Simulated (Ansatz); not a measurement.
The reference is InSb in the zinc blende structure (space group F-43m, No. 216; a = 6.450 Å). Axes: x, y, z lie along the cube axes.

The values are results of LDA (Ansatz, an electronic-structure program, PAW, no SOC), not measurements.

The change: an isotropic linear strain of −2.00 %; the atoms relax in the strained cell.

Q: Predict the stress tensor and what it implies for the stiffness.

A: Stress of the strained cell less that of the base (GPa, compression positive):
```
    3.3     0.0     0.0
    0.0     3.3     0.0
    0.0     0.0     3.3
```

Then B = −ΔP/(ΔV/V₀) with ΔV/V₀ = -0.0588 gives secant stiffness values (nonlinear terms included at this strain): B ≈ 56 GPa.

As a check, the harmonic strain energy −½ V₀ Δσ:ε is 21 meV/atom; the computed energy rise is 19 meV/atom.

Whether these cells are dynamically stable was not tested. All final runs are without spin polarisation.
